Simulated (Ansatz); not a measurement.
Electronic density of states of amorphous In10Ga10Zn10O40, density 5.82 g/cm³, on a 2×2×2 Γ-centred mesh with a Gaussian width of 0.1 eV; energies count from the Fermi level, whose place inside the gap is arbitrary. Cell and mesh are small, so fine structure isn't converged. The numbers are results of PBE, scalar-relativistic without spin-orbit coupling (plane waves to 420 eV, PAW; Ansatz, a program for electronic structure), not measurements. Sampling: a 2×2×2 Γ-centred mesh; Fermi-Dirac width 0.02 eV; no spin polarisation. At PBE the levels at the filled edge of the gap are localised (band-tail or defect states).

The cell was made by melting and quenching with the CHGNet potential and then relaxed with DFT. O atoms were pushed apart under 1.9 Å during the dynamics, to hinder bonds among them. The hot cell started wider than the set density and was brought back towards it in steps. It is the lowest in DFT energy of 2 quenches. It is a model cell: composition and starting density were chosen by hand, and all elements were melted together. No dispersion term was used. A short ab initio anneal came between quench and relaxation. Its density started from a set value of 5.82 and ended at 5.82 g/cm³. Cooling (nominally 84 K/ps over its main leg) ran many orders faster than in experiment, which tends to leave more defects and strain. A cell of this size samples the disorder only roughly. The volume was held where the preparation left it, at a PBE pressure of 1.8 GPa. Stress components on the final sampling reach 3.5 GPa.

(E - EF (eV), states/(eV atom)): (-12.00, 0.00); (-11.90, 0.00); (-11.80, 0.00); (-11.70, 0.00); (-11.60, 0.00); (-11.50, 0.00); (-11.40, 0.00); (-11.30, 0.00); (-11.20, 0.00); (-11.10, 0.00); (-11.00, 0.00); (-10.90, 0.00); (-10.80, 0.00); (-10.70, 0.00); (-10.60, 0.00); (-10.50, 0.00); (-10.40, 0.00); (-10.30, 0.00); (-10.20, 0.00); (-10.10, 0.00); (-10.00, 0.00); (-9.90, 0.00); (-9.80, 0.00); (-9.70, 0.00); (-9.60, 0.00); (-9.50, 0.00); (-9.40, 0.00); (-9.30, 0.00); (-9.20, 0.00); (-9.10, 0.00); (-9.00, 0.00); (-8.90, 0.00); (-8.80, 0.00); (-8.70, 0.00); (-8.60, 0.00); (-8.50, 0.00); (-8.40, 0.00); (-8.30, 0.00); (-8.20, 0.00); (-8.10, 0.00); (-8.00, 0.00); (-7.90, 0.00); (-7.80, 0.00); (-7.70, 0.00); (-7.60, 0.00); (-7.50, 0.00); (-7.40, 0.01); (-7.30, 0.05); (-7.20, 0.12); (-7.10, 0.11); (-7.00, 0.12); (-6.90, 0.17); (-6.80, 0.17); (-6.70, 0.27); (-6.60, 0.35); (-6.50, 0.35); (-6.40, 0.38); (-6.30, 0.41); (-6.20, 0.46); (-6.10, 0.61); (-6.00, 0.76); (-5.90, 0.89); (-5.80, 0.90); (-5.70, 0.86); (-5.60, 0.98); (-5.50, 1.10); (-5.40, 1.16); (-5.30, 1.20); (-5.20, 1.32); (-5.10, 1.42); (-5.00, 1.38); (-4.90, 1.21); (-4.80, 0.95); (-4.70, 0.75); (-4.60, 0.67); (-4.50, 0.67); (-4.40, 0.65); (-4.30, 0.64); (-4.20, 0.64); (-4.10, 0.61); (-4.00, 0.59); (-3.90, 0.62); (-3.80, 0.64); (-3.70, 0.61); (-3.60, 0.53); (-3.50, 0.54); (-3.40, 0.62); (-3.30, 0.65); (-3.20, 0.64); (-3.10, 0.67); (-3.00, 0.65); (-2.90, 0.65); (-2.80, 0.67); (-2.70, 0.71); (-2.60, 0.74); (-2.50, 0.77); (-2.40, 0.76); (-2.30, 0.72); (-2.20, 0.76); (-2.10, 0.79); (-2.00, 0.81); (-1.90, 0.83); (-1.80, 0.78); (-1.70, 0.83); (-1.60, 0.84); (-1.50, 0.88); (-1.40, 0.95); (-1.30, 0.96); (-1.20, 0.95); (-1.10, 0.93); (-1.00, 0.88); (-0.90, 0.74); (-0.80, 0.64); (-0.70, 0.65); (-0.60, 0.61); (-0.50, 0.41); (-0.40, 0.19); (-0.30, 0.04); (-0.20, 0.00); (-0.10, 0.00); (0.00, 0.00); (0.10, 0.00); (0.20, 0.00); (0.30, 0.01); (0.40, 0.02); (0.50, 0.01); (0.60, 0.00); (0.70, 0.00); (0.80, 0.00); (0.90, 0.00); (1.00, 0.00); (1.10, 0.00); (1.20, 0.00); (1.30, 0.00); (1.40, 0.01); (1.50, 0.05); (1.60, 0.08); (1.70, 0.06); (1.80, 0.02); (1.90, 0.00); (2.00, 0.02); (2.10, 0.06); (2.20, 0.08); (2.30, 0.08); (2.40, 0.07); (2.50, 0.09); (2.60, 0.08); (2.70, 0.05); (2.80, 0.02); (2.90, 0.03); (3.00, 0.06); (3.10, 0.07); (3.20, 0.09); (3.30, 0.12); (3.40, 0.14); (3.50, 0.15); (3.60, 0.19); (3.70, 0.16); (3.80, 0.16); (3.90, 0.24); (4.00, 0.22); (4.10, 0.20); (4.20, 0.24); (4.30, 0.25); (4.40, 0.23); (4.50, 0.21); (4.60, 0.25); (4.70, 0.25); (4.80, 0.27); (4.90, 0.31); (5.00, 0.28); (5.10, 0.27); (5.20, 0.26); (5.30, 0.28); (5.40, 0.24); (5.50, 0.29); (5.60, 0.31); (5.70, 0.31); (5.80, 0.33); (5.90, 0.33); (6.00, 0.35); (6.10, 0.33); (6.20, 0.33); (6.30, 0.37); (6.40, 0.40); (6.50, 0.30); (6.60, 0.28); (6.70, 0.33); (6.80, 0.33); (6.90, 0.35); (7.00, 0.35); (7.10, 0.29); (7.20, 0.25); (7.30, 0.23); (7.40, 0.24); (7.50, 0.30); (7.60, 0.32); (7.70, 0.32)

The level gap on this mesh is 0.78 eV; the broadening fills part of it in the curve.
